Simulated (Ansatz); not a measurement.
Input and output of a self-consistent single point for Ta (Im-3m, 1 atom in the cell) (Ansatz, an electronic-structure program).

Level of theory: PBEsol, PAW files made with PBE (plane waves; Ansatz).

```yaml
crystal:
  lattice:
    - [-1.68108, 1.68108, 1.68108]
    - [1.68108, -1.68108, 1.68108]
    - [1.68108, 1.68108, -1.68108]
  atoms:
    - { symbol: Ta, position: [0.00000, 0.00000, 0.00000] }
```

Reference input (self-consistent single point, DFT, PBEsol, plane waves, PAW files made with PBE): basis.ecutwfc = 420 eV; kpoints.mp_grid.grid = 18 18 18; kpoints.mp_grid.shift = 0.5 0.5 0.5; hamiltonian.xc = pbesol; hamiltonian.pseudopotentials = {kind: paw} (the program's default PAW files); scf.occupations.method = gaussian; scf.occupations.width = 0.05 eV. This run's input differs from it in these lines:

Ansatz 0.2 input:
```diff
@@ -10,3 +10,3 @@
 kpoints:
-  mp_grid: { grid: [18, 18, 18], shift: [0.5, 0.5, 0.5] }
+  mp_grid: { grid: [22, 22, 22], shift: [0.5, 0.5, 0.5] }
 hamiltonian:
@@ -15,3 +15,3 @@
 scf:
-  occupations: { method: gaussian, width: 0.05 }
+  occupations: { method: gaussian, width: 0.03 }
 output:
```

Log, with long lists cut:

```
SCF iter   1: F=—  HF=-9807.497926 eV  |F-HF|=—  |Δ(HF+E_count)|=         —  Δρ=4.26e-2  dr2=3.81e-1  ethr=3.10e-3  ⟨swp⟩=5.7  Hψ=18563  notcnv=0
all-band conjugate gradients solve this SCF's bands
preconditioner: auto → none
SCF iter   2: F=—  HF=-9807.351142 eV  |F-HF|=—  |Δ(HF+E_count)|=   1.47e-1  Δρ=1.49e-2  dr2=2.24e-2  ethr=2.93e-3  ⟨swp⟩=2.6  Hψ=8142  notcnv=0  defer=131
SCF iter   3: F=—  HF=-9807.347787 eV  |F-HF|=—  |Δ(HF+E_count)|=   3.35e-3  Δρ=4.66e-3  dr2=1.39e-3  ethr=1.73e-4  ⟨swp⟩=2.1  Hψ=5348  notcnv=0  defer=131
SCF iter   4: F=—  HF=-9807.347884 eV  |F-HF|=—  |Δ(HF+E_count)|=   9.71e-5  Δρ=1.84e-4  dr2=1.65e-6  ethr=1.07e-5  ⟨swp⟩=1.0  Hψ=3411  notcnv=0  defer=131
SCF iter   5: F=—  HF=-9807.347887 eV  |F-HF|=—  |Δ(HF+E_count)|=   3.12e-6  Δρ=2.97e-5  dr2=4.51e-8  ethr=7.69e-10  ⟨swp⟩=7.7  Hψ=17933  notcnv=0
SCF iter   6: F=-9807.347887 eV  HF=-9807.347887 eV  |F-HF|=4.20e-10  |Δ(HF+E_count)|=   1.45e-8  Δρ=3.29e-6  dr2=6.75e-10  ethr=3.47e-10  ⟨swp⟩=2.1  Hψ=10692  notcnv=0
SCF 1 converged in 6 iterations: F = -9807.347887 eV  dr2 = 6.75e-10
Free energy (F): -9807.347887 eV
Internal energy: -9807.346930 eV  (E = F + TS)
E sigma→0 (E₀):  -9807.347408 eV
Entropy (-TS):   -0.000958 eV (-0.958 meV/atom)
Fermi energy:    17.220072 eV
--- Forces (eV/Å), atoms counted from 1 ---
  atom   1  Ta     0.00000000    -0.00000000     0.00000000
--- Stress (GPa, compression-positive) ---
      -13.335796      -0.000000      -0.000000
       -0.000000     -13.335796      -0.000000
       -0.000000       0.000000     -13.335796
  P = ⅓ Tr σ = -13.3358 GPa (-133.358 kbar)
  The stress holds the Pulay correction. Without it, at fixed plane waves, as pw.x and ABINIT print it: P = -13.3634 GPa
```

The run converged in 6 iterations. Against the reference run the free energy goes up by 2.3 meV/atom and the pressure hardly changes (-13.24 to -13.34 GPa).

The starting cell comes from a database of computed structures (which also holds hypothetical and non-ambient phases and stackings), without a prior relaxation at this level. Its lattice was rescaled by a random factor within 2.5 % of one. Spin polarisation is off. With a pressure of about -13 GPa the cell is away from its equilibrium volume at this level. Ansatz's pressure includes its estimate of the finite-basis (Pulay) stress.
